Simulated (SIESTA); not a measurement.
**Input and output of a self-consistent single point for Ti3Al (P-6m2, 4 atoms in the cell) (SIESTA)**

Level of theory: GGA PBEsol, numerical atomic orbitals DZP, PseudoDojo PBEsol standard norm-conserving potentials (rewritten from UPF to PSML) in SIESTA.

This input was run:

```
# files in the folder: Ti.psml Al.psml (PseudoDojo PBEsol standard)
SystemName  Ti3Al
SystemLabel siesta

NumberOfAtoms                4
NumberOfSpecies              2
%block ChemicalSpeciesLabel
  1 22 Ti
  2 13 Al
%endblock ChemicalSpeciesLabel
LatticeConstant              2.927540 Ang
%block LatticeVectors
     1.000000000    0.000000000    0.000000000
    -0.500000000    0.866025400    0.000000000
     0.000000000    0.000000000    3.151574359
%endblock LatticeVectors
AtomicCoordinatesFormat      Fractional
%block AtomicCoordinatesAndAtomicSpecies
     0.666667000    0.333333000    0.000000000  1
     0.333333000    0.666667000    0.750590000  1
     0.333333000    0.666667000    0.249410000  1
     0.666667000    0.333333000    0.500000000  2
%endblock AtomicCoordinatesAndAtomicSpecies

XC.functional                GGA
XC.authors                   PBEsol
PAO.BasisSize                DZP
PAO.EnergyShift              0.01 Ry
MeshCutoff                   300 Ry
%block kgrid.MonkhorstPack
   10   0   0  0.0
    0  10   0  0.0
    0   0   3  0.0
%endblock kgrid.MonkhorstPack
OccupationFunction           MP
OccupationMPOrder            0
ElectronicTemperature        0.136 eV

MaxSCFIterations             150
SCF.Mixer.Method             Pulay
SCF.Mixer.Weight             0.1
SCF.Mixer.History            6
SCF.DM.Tolerance             1.0E-05
Diag.ParallelOverK           true
WriteForces                  true
```

Log, with long lists cut:

```
reinit: Reading from file input.fdf

reinit: System Name: Ti3Al
reinit: System Label: siesta

coor:   Atomic-coordinates input format  =     Fractional

siesta: Atomic coordinates (Bohr) and species
siesta:      2.76613   1.59702   0.00000  1        1
siesta:     -0.00000   3.19405  13.08676  1        2
siesta:     -0.00000   3.19405   4.34854  1        3
siesta:      2.76613   1.59702   8.71765  2        4

siesta: System type = bulk

initatomlists: Number of atoms, orbitals, and projectors:      4    70    72

siesta: ******************** Simulation parameters ****************************
redata: Spin configuration                          = none
redata: Time-Reversal Symmetry                      = T
redata: Number of Atomic Species                    =        2
redata: Mesh Cutoff                                 =   300.0000 Ry
redata: Net charge of the system                    =     0.0000 |e|
redata: Min. number of SCF Iter                     =        0
redata: Max. number of SCF Iter                     =      150
redata: SCF convergence failure will abort job
redata: SCF mix quantity                            = Hamiltonian
redata: Mix DM or H after convergence               =   F
redata: Recompute H after scf cycle                 =   F
redata: Mix DM in first SCF step                    =   T
redata: No kicks to SCF
redata: DM Mixing Weight for Kicks                  =     0.5000
redata: Require Harris convergence for SCF          =   F
redata: Harris energy tolerance for SCF             =     0.000100 eV
redata: Require DM convergence for SCF              =   T
redata: DM tolerance for SCF                        =     0.000010
redata: Require EDM convergence for SCF             =   F
redata: EDM tolerance for SCF                       =     0.001000 eV
redata: Require H convergence for SCF               =   T
redata: Hamiltonian tolerance for SCF               =     0.001000 eV
redata: Require (free) Energy convergence for SCF   =   F
redata: (free) Energy tolerance for SCF             =     0.000100 eV
redata: Using DFT-D3 dispersion                     =   F
redata: Using Saved Data (generic)                  =   F
redata: Method of Calculation                       = Diagonalization
redata: Electronic Temperature                      =  1578.2145 K
redata: Number of TDED substeps                     =        3
redata: Dynamics option                             = Single-point calculation
redata: Save all siesta data in one NC              =   F
redata: ***********************************************************************

%block SCF.Mixers
  Pulay
%endblock SCF.Mixers

%block SCF.Mixer.Pulay
  # Mixing method
  method pulay
  variant stable

  # Mixing options
  weight 0.1000
  weight.linear 0.1000
  history 6
%endblock SCF.Mixer.Pulay

DM_history_depth set to one: no extrapolation allowed by default for geometry relaxation
Size of DM history Fstack: 1
Total number of electrons:    39.000000
Total ionic charge:    39.000000

* ProcessorY, Blocksize:    1  64

* Orbital distribution balance (max,min):    70    70

k-point displ. along   1 input, could be:     0.00    0.50
k-point displ. along   2 input, could be:     0.00    0.50
 Kpoints in:          180 . Kpoints trimmed:          167

siesta: k-grid: Number of k-points = 167
siesta: k-points from Monkhorst-Pack grid
siesta: k-cutoff (effective) =    13.840 Ang
siesta: k-point supercell and displacements
siesta: k-grid:    10     0     0      0.000
siesta: k-grid:     0    10     0      0.000
siesta: k-grid:     0     0     3      0.000

diag: Algorithm                                     = D&C
diag: Parallel over k                               =   F
diag: Use parallel 2D distribution                  =   F
diag: Parallel block-size                           = 64
diag: Parallel distribution                         =     1 x     1
diag: Used triangular part                          = Lower
diag: Absolute tolerance                            =  0.100E-15
diag: Orthogonalization factor                      =  0.100E-05
diag: Memory factor                                 =  1.0000

superc: Internal auxiliary supercell:     9 x     9 x     3  =     243
superc: Number of atoms, orbitals, and projectors:    972  17010  17496

                        Single-point calculation

superc: Internal auxiliary supercell:     9 x     9 x     3  =     243
superc: Number of atoms, orbitals, and projectors:    972  17010  17496

outcell: Unit cell vectors (Ang):
        2.927540    0.000000    0.000000
       -1.463770    2.535324    0.000000
        0.000000    0.000000    9.226360

outcell: Cell vector modules (Ang)   :    2.927540    2.927540    9.226360
outcell: Cell angles (23,13,12) (deg):     90.0000     90.0000    120.0000
outcell: Cell volume (Ang**3)        :     68.4805
new_DM -- step:     1
Initializing Density Matrix...

Attempting to read DM from file... Failed...
DM filled with atomic data:

InitMesh: MESH = 30 x 30 x 100 = 90000
InitMesh: Mesh cutoff (required, used) =   300.000   324.669 Ry

stepf: Methfessel-Paxton step function
       Using Hermite-Gauss polynomials of order  0

        iscf     Eharris(eV)        E_KS(eV)     FreeEng(eV)     dDmax    Ef(eV) dHmax(eV)
   scf:    1    -4867.845684    -4898.091428    -4898.118731  1.584312 -4.790980  8.141876
   scf:    2    -4901.336909    -4900.203880    -4900.231258  0.112453 -5.064051  5.740946
   scf:    3    -4901.315765    -4901.106562    -4901.133927  0.112590 -5.233386  6.031066
   scf:    4    -4902.536065    -4902.076388    -4902.106419  0.074784 -5.542296  1.739357
   scf:    5    -4902.601233    -4902.444007    -4902.474715  0.074163 -5.777428  0.538250
   scf:    6    -4901.944133    -4902.308439    -4902.338441  0.036689 -5.855600  1.736888
   [... 6 lines left out ...]
   scf:   13    -4902.461917    -4902.461917    -4902.492667  0.000019 -5.802571  0.000376
   scf:   14    -4902.461919    -4902.461918    -4902.492667  0.000022 -5.802593  0.000262
   scf:   15    -4902.461920    -4902.461919    -4902.492667  0.000013 -5.802614  0.000218
   scf:   16    -4902.461920    -4902.461919    -4902.492667  0.000044 -5.802647  0.000067
   scf:   17    -4902.461919    -4902.461919    -4902.492667  0.000001 -5.802651  0.000068

SCF Convergence by DM+H criterion
max |DM_out - DM_in|         :     0.0000009763
max |H_out - H_in|      (eV) :     0.0000683785
SCF cycle converged after 17 iterations

Using DM_out to compute the final energy and forces

siesta: E_KS(eV) =            -4902.4619

siesta: E_KS - E_eggbox =     -4902.4619

siesta: Atomic forces (eV/Ang):
     1   -0.000012    0.000007    0.000003
     2    0.000010   -0.000006    0.099103
     3    0.000010   -0.000006   -0.099104
     4   -0.000009    0.000005   -0.000002
   Tot   -0.000000    0.000000    0.000000
   Max    0.099104
   Res    0.040459    sqrt( Sum f_i^2 / 3N )
   Max    0.099104    constrained

Stress tensor Voigt[x,y,z,yz,xz,xy] (kbar):       56.40       56.44       44.23       -0.00        0.00        0.03
(Free)E + p*V (eV/cell)    -4904.7304
Target enthalpy (eV/cell)    -4902.4927

siesta: Program's energy decomposition (eV):
siesta: Ebs     =     -1185.139656
siesta: Eions   =      7413.657200
siesta: Ena     =      1191.007015
siesta: Ekin    =      1940.445124
siesta: Enl     =        42.501232
siesta: Eso     =         0.000000
siesta: Edftu   =         0.000000
siesta: DEna    =        69.248810
siesta: DUscf   =         1.772955
siesta: DUext   =         0.000000
siesta: Ex      =      -675.793179
siesta: Ec      =       -57.986675
siesta: Exc     =      -733.779854
siesta: Eharris =     -4902.461919
siesta: Etot    =     -4902.461919
siesta: FreeEng =     -4902.492667

siesta: Atomic forces (eV/Ang):
siesta:      1   -0.000012    0.000007    0.000003
siesta:      2    0.000010   -0.000006    0.099103
siesta:      3    0.000010   -0.000006   -0.099104
siesta:      4   -0.000009    0.000005   -0.000002
siesta: ----------------------------------------
siesta:    Tot   -0.000000    0.000000    0.000000

siesta: Stress tensor (static) (eV/Ang**3):
siesta:     0.035203    0.000019    0.000000
siesta:     0.000019    0.035225   -0.000000
siesta:     0.000000   -0.000000    0.027604

siesta: Cell volume =         68.480465 Ang**3

siesta: Pressure (static):
siesta:                Solid            Molecule  Units
siesta:          -0.00035590         -0.00038019  Ry/Bohr**3
siesta:          -0.03267726         -0.03490762  eV/Ang**3
siesta:         -52.35474787        -55.92816687  kBar
```

The run converged in 17 iterations.

The starting cell comes from a database of computed structures (which also holds hypothetical and non-ambient phases and stackings), without a prior relaxation at this level. Spin polarisation is off. Values carry the incompleteness of an atom-centred basis. With a pressure of about -5 GPa the cell is away from its equilibrium volume at this level.

Cost on one core of a shared machine: roughly 70 s.
